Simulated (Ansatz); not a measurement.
Electronic density of states of amorphous Hf$_{18}$O$_{37}$Na$_{2}$, density 8.64 g/cm³, on a 2×2×2 Γ-centred mesh with a Gaussian width of 0.1 eV; energies count from the Fermi level, whose place inside the gap is arbitrary. Cell and mesh are small, so fine structure isn't converged. All values below come from PBE, scalar-relativistic without spin-orbit coupling (plane waves to 420 eV, PAW; Ansatz, a program for electronic structure). Sampling: a 2×2×2 Γ-centred mesh; Fermi-Dirac width 0.02 eV; no spin polarisation. At PBE the levels at the filled edge of the gap are localised (band-tail or defect states).

It comes from a melt-quench run on a machine-learned potential (CHGNet), relaxed afterwards by DFT. O atoms were pushed apart under 1.9 Å during the dynamics, to hinder bonds among them. The hot cell started wider than the set density and was brought back towards it in steps. It is the lowest in DFT energy of 2 quenches. It is a model cell: composition and starting density were chosen by hand, and all elements were melted together. No dispersion term was used. Its density started from a set value of 8.64 and ended at 8.64 g/cm³. The quench (nominally 450 K/ps over its main leg) was far faster than any real one, so the model tends to hold more defects than a real film. Values belong to this one cell and scatter from quench to quench. The volume was held where the preparation left it and the shape relaxed, at a PBE pressure of 0.8 GPa. Stress components on the final sampling reach 0.9 GPa. On a 2×2×2 Γ-centred mesh force components of up to 0.12 eV/Å stay, since the relaxation ran on the zone centre alone.

| E - EF (eV) | states/(eV atom) |
|---|---|
| -12.00 | 1.92 |
| -11.90 | 1.12 |
| -11.80 | 1.29 |
| -11.70 | 0.52 |
| -11.60 | 0.04 |
| -11.50 | 0.00 |
| -11.40 | 0.00 |
| -11.30 | 0.00 |
| -11.20 | 0.00 |
| -11.10 | 0.00 |
| -11.00 | 0.00 |
| -10.90 | 0.00 |
| -10.80 | 0.00 |
| -10.70 | 0.00 |
| -10.60 | 0.00 |
| -10.50 | 0.00 |
| -10.40 | 0.00 |
| -10.30 | 0.00 |
| -10.20 | 0.00 |
| -10.10 | 0.00 |
| -10.00 | 0.00 |
| -9.90 | 0.00 |
| -9.80 | 0.00 |
| -9.70 | 0.00 |
| -9.60 | 0.00 |
| -9.50 | 0.00 |
| -9.40 | 0.00 |
| -9.30 | 0.00 |
| -9.20 | 0.00 |
| -9.10 | 0.00 |
| -9.00 | 0.00 |
| -8.90 | 0.00 |
| -8.80 | 0.00 |
| -8.70 | 0.00 |
| -8.60 | 0.00 |
| -8.50 | 0.00 |
| -8.40 | 0.00 |
| -8.30 | 0.00 |
| -8.20 | 0.00 |
| -8.10 | 0.00 |
| -8.00 | 0.00 |
| -7.90 | 0.00 |
| -7.80 | 0.00 |
| -7.70 | 0.00 |
| -7.60 | 0.00 |
| -7.50 | 0.00 |
| -7.40 | 0.00 |
| -7.30 | 0.01 |
| -7.20 | 0.08 |
| -7.10 | 0.19 |
| -7.00 | 0.24 |
| -6.90 | 0.25 |
| -6.80 | 0.37 |
| -6.70 | 0.51 |
| -6.60 | 0.61 |
| -6.50 | 0.59 |
| -6.40 | 0.59 |
| -6.30 | 0.66 |
| -6.20 | 0.75 |
| -6.10 | 0.84 |
| -6.00 | 0.84 |
| -5.90 | 0.83 |
| -5.80 | 0.83 |
| -5.70 | 0.81 |
| -5.60 | 0.82 |
| -5.50 | 0.84 |
| -5.40 | 0.85 |
| -5.30 | 0.83 |
| -5.20 | 0.76 |
| -5.10 | 0.73 |
| -5.00 | 0.71 |
| -4.90 | 0.75 |
| -4.80 | 0.79 |
| -4.70 | 0.81 |
| -4.60 | 0.86 |
| -4.50 | 0.79 |
| -4.40 | 0.79 |
| -4.30 | 0.80 |
| -4.20 | 0.81 |
| -4.10 | 0.81 |
| -4.00 | 0.82 |
| -3.90 | 0.82 |
| -3.80 | 0.92 |
| -3.70 | 0.94 |
| -3.60 | 0.97 |
| -3.50 | 0.98 |
| -3.40 | 0.94 |
| -3.30 | 0.93 |
| -3.20 | 0.93 |
| -3.10 | 0.98 |
| -3.00 | 0.93 |
| -2.90 | 0.91 |
| -2.80 | 0.88 |
| -2.70 | 0.86 |
| -2.60 | 0.87 |
| -2.50 | 0.81 |
| -2.40 | 0.71 |
| -2.30 | 0.59 |
| -2.20 | 0.63 |
| -2.10 | 0.55 |
| -2.00 | 0.21 |
| -1.90 | 0.02 |
| -1.80 | 0.00 |
| -1.70 | 0.00 |
| -1.60 | 0.00 |
| -1.50 | 0.00 |
| -1.40 | 0.00 |
| -1.30 | 0.00 |
| -1.20 | 0.00 |
| -1.10 | 0.00 |
| -1.00 | 0.00 |
| -0.90 | 0.00 |
| -0.80 | 0.00 |
| -0.70 | 0.00 |
| -0.60 | 0.00 |
| -0.50 | 0.00 |
| -0.40 | 0.00 |
| -0.30 | 0.00 |
| -0.20 | 0.00 |
| -0.10 | 0.00 |
| 0.00 | 0.00 |
| 0.10 | 0.00 |
| 0.20 | 0.00 |
| 0.30 | 0.00 |
| 0.40 | 0.00 |
| 0.50 | 0.00 |
| 0.60 | 0.00 |
| 0.70 | 0.00 |
| 0.80 | 0.00 |
| 0.90 | 0.00 |
| 1.00 | 0.00 |
| 1.10 | 0.00 |
| 1.20 | 0.00 |
| 1.30 | 0.00 |
| 1.40 | 0.00 |
| 1.50 | 0.00 |
| 1.60 | 0.00 |
| 1.70 | 0.00 |
| 1.80 | 0.00 |
| 1.90 | 0.01 |
| 2.00 | 0.09 |
| 2.10 | 0.22 |
| 2.20 | 0.30 |
| 2.30 | 0.32 |
| 2.40 | 0.37 |
| 2.50 | 0.38 |
| 2.60 | 0.43 |
| 2.70 | 0.51 |
| 2.80 | 0.56 |
| 2.90 | 0.63 |
| 3.00 | 0.66 |
| 3.10 | 0.60 |
| 3.20 | 0.67 |
| 3.30 | 0.64 |
| 3.40 | 0.63 |
| 3.50 | 0.66 |
| 3.60 | 0.71 |
| 3.70 | 0.76 |
| 3.80 | 0.70 |
| 3.90 | 0.68 |
| 4.00 | 0.72 |
| 4.10 | 0.71 |
| 4.20 | 0.71 |
| 4.30 | 0.70 |
| 4.40 | 0.71 |
| 4.50 | 0.73 |
| 4.60 | 0.72 |
| 4.70 | 0.67 |
| 4.80 | 0.65 |
| 4.90 | 0.64 |

The level gap on this mesh is 4.07 eV; the broadening fills part of it in the curve.
